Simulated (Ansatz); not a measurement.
## Ta: pressure series

Base system: Ta in the bcc (W type) structure (space group Im-3m, No. 229).

```
Ta
1.0
   -1.65242     1.65242     1.65242
    1.65242    -1.65242     1.65242
    1.65242     1.65242    -1.65242
Ta
1
Cartesian
  0.00000   0.00000   0.00000
```

Cell and atoms are relaxed at each pressure.

Computed with r2SCAN (Ansatz, a first-principles code; PAW; 500 eV plane waves; no SOC).

Notes on the quantities. enthalpy: H = E + PV relative to the base's energy.

```
case                   density       enthalpy
-----------------  -----------  -------------
base               16.65 g/cm³              –
pressure −2 GPa    16.48 g/cm³  -0.23 eV/atom
pressure −1 GPa    16.57 g/cm³  -0.11 eV/atom
pressure 0.9 GPa   16.72 g/cm³  +0.10 eV/atom
pressure 2.1 GPa    (withheld)  +0.24 eV/atom
pressure 4.5 GPa   17.00 g/cm³  +0.50 eV/atom
pressure 9 GPa      (withheld)  +0.99 eV/atom
pressure 15 GPa     (withheld)  +1.63 eV/atom
pressure 22.5 GPa  18.27 g/cm³  +2.41 eV/atom
pressure 30 GPa    18.74 g/cm³  +3.17 eV/atom
```

### Question
Some entries are withheld; estimate them.

### Answer

- pressure 2.1 GPa, density: 16.82 g/cm³
- pressure 9 GPa, density: 17.34 g/cm³
- pressure 15 GPa, density: 17.77 g/cm³

Load acts through the strain it causes; cell and atoms are relaxed under it. No phonon test of stability was made. Competing high-pressure phases were not computed. All final runs are without spin polarisation.
